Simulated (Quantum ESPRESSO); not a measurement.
A self-consistent single point of Au (Fm-3m, 1 atom in the cell) with Quantum ESPRESSO.

Method: PBE, SSSP 1.1.2 efficiency (PBE) pseudopotentials (plane waves; Quantum ESPRESSO).

The change in words: lattice scaled by 0.98. Reference geometry:
```xyz
1
Lattice="0.0000 2.0400 2.0400 2.0400 0.0000 2.0400 2.0400 2.0400 0.0000" Properties=species:S:1:pos:R:3 pbc="T T T"
Au     0.0000     0.0000     0.0000
```

Reference input (self-consistent single point, DFT, PBE, plane waves, SSSP 1.1.2 efficiency (PBE) pseudopotentials): ecutwfc = 60 Ry; occupations = smearing; smearing = gaussian; degauss = 0.0073499 Ry; potentials = {Au: Au_ONCV_PBE-1.0.oncvpsp.upf}; K_POINTS = automatic 18 18 18 0 0 0; conv_thr = 1e-10 Ry; mixing_beta = 0.4. This run's input differs from it in these lines:

```diff
@@ -28,5 +28,5 @@
 CELL_PARAMETERS angstrom
-   0.000000000     2.040000000     2.040000000
-   2.040000000     0.000000000     2.040000000
-   2.040000000     2.040000000     0.000000000
+   0.000000000     1.999200000     1.999200000
+   1.999200000     0.000000000     1.999200000
+   1.999200000     1.999200000     0.000000000
```

Log, with long lists cut:

```
     Self-consistent Calculation

     iteration #  1     ecut=    60.00 Ry     beta= 0.40

     Threshold (ethr) on eigenvalues was too large:
     Diagonalizing with lowered threshold

     total energy              =    -274.66452585 Ry
     estimated scf accuracy    <       0.00244715 Ry

     iteration #  2     ecut=    60.00 Ry     beta= 0.40

     total energy              =    -274.66485110 Ry
     estimated scf accuracy    <       0.00034197 Ry

     iteration #  3     ecut=    60.00 Ry     beta= 0.40

     total energy              =    -274.66488274 Ry
     estimated scf accuracy    <       0.00008712 Ry

   [... 3 blocks of this kind left out ...]

     iteration #  7     ecut=    60.00 Ry     beta= 0.40

     total energy              =    -274.66488771 Ry
     estimated scf accuracy    <          6.0E-10 Ry

     iteration #  8     ecut=    60.00 Ry     beta= 0.40
     End of self-consistent calculation

     Number of k-points >= 100: set verbosity='high' to print the bands.

     the Fermi energy is    22.4833 ev

!    total energy              =    -274.66488771 Ry
     estimated scf accuracy    <          1.6E-11 Ry
     smearing contrib. (-TS)   =      -0.00010812 Ry
     internal energy E=F+TS    =    -274.66477959 Ry

     convergence has been achieved in   8 iterations

     Forces acting on atoms (cartesian axes, Ry/au):

     atom    1 type  1   force =     0.00000000    0.00000000    0.00000000

     Total force =     0.000000     Total SCF correction =     0.000000

          total   stress  (Ry/bohr**3)                   (kbar)     P=      221.67
   0.00150691  -0.00000000   0.00000000          221.67       -0.00        0.00
  -0.00000000   0.00150691  -0.00000000           -0.00      221.67       -0.00
   0.00000000  -0.00000000   0.00150691            0.00       -0.00      221.67

   JOB DONE.
```

The run converged in 8 iterations. Against the reference run the free energy goes up by 93.5 meV/atom and the pressure goes from 8.52 to 22.17 GPa.

The starting cell has typed, rounded lattice constants, without a prior relaxation at this level. For this run, on top of that: lattice scaled by 0.98. With a pressure of about 22 GPa the cell is away from its equilibrium volume at this level.

Cost on one core of a shared machine: roughly 40 s.
